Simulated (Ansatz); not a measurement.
The parent structure is WC (space group P-6m2, No. 187; a = 2.884 Å, c = 2.812 Å; relaxed with 0.1 eV smearing). Axes: x lies along a and z along c of the hexagonal cell.

Computed with LDA (Ansatz, a quantum-chemistry and plane-wave program, PAW, no spin-orbit coupling).

Perturbation: every lattice vector is stretched by 1.00 %, atoms relaxed at fixed cell.

Q: Predict the stress tensor and what it implies for the stiffness.

A: Stress of the strained cell less that of the base (GPa, compression positive):
```
  -11.3     0.0     0.0
    0.0   -11.3     0.0
    0.0     0.0   -13.2
```

Then B = −ΔP/(ΔV/V₀) with ΔV/V₀ = 0.0303 gives secant stiffness values (nonlinear terms included at this strain): B (at held cell shape, above the free-shape value) ≈ 393 GPa.

As a check, the harmonic strain energy −½ V₀ Δσ:ε is 11 meV/atom; the computed energy rise is 12 meV/atom.

Stability against distortions was not tested. The final runs are not spin-polarised.
